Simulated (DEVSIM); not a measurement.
Device: Al/SiO2/p-GaSb capacitor, at 400 K.

```tsv
layer (left to right)	material	thickness (nm)	Na (cm⁻³)
1	SiO2	1.00	-
2	GaSb	2400	3.2e15
```

Metal gate on the left, work function 4.1 eV. Fixed charge at the semiconductor interface -3.1e11 cm⁻² (in units of +e); interface traps 6.4e10 cm⁻² eV⁻¹, uniform in energy, neutral level at 0.3 of the gap above the valence band.

The device is made up for the run: typed textbook-type constants, with dimensions and the other settings drawn at random. Values at 300 K; Nc and Nv go as T^1.5, mobilities as T to minus their exponent, the gap by Varshni's rule with the affinity fixed.

```tsv
parameter	SiO2	GaSb
gap (eV)	9	0.726
affinity (eV)	0.9	4.06
permittivity	3.9	15.7
Nc (cm⁻³)	-	2.1e17
Nv (cm⁻³)	-	1.8e19
Varshni α (eV/K)	-	0.00042
Varshni β (K)	-	140
```

Simulated with DEVSIM: 1D Poisson equation in equilibrium, Boltzmann statistics, complete ionisation; no quantum confinement or tunnelling. Metal contacts follow the ideal Schottky-Mott rule: no Fermi-level pinning, no interface dipoles.

Problem. Give the band bending (positive: bands bend down) and minority sheet density.

Solution. 
```json
[
 {"Vg (V)": "-0.8", "ψs (V)": "-0.306", "minority carriers (cm⁻²)": "1.4e9"},
 {"Vg (V)": "-0.65", "ψs (V)": "-0.251", "minority carriers (cm⁻²)": "1.4e9"},
 {"Vg (V)": "-0.5", "ψs (V)": "-0.159", "minority carriers (cm⁻²)": "1.4e9"},
 {"Vg (V)": "-0.35", "ψs (V)": "-0.028", "minority carriers (cm⁻²)": "1.4e9"},
 {"Vg (V)": "-0.2", "ψs (V)": "0.117", "minority carriers (cm⁻²)": "2.4e9"},
 {"Vg (V)": "-0.05", "ψs (V)": "0.263", "minority carriers (cm⁻²)": "3.4e10"}
]
```
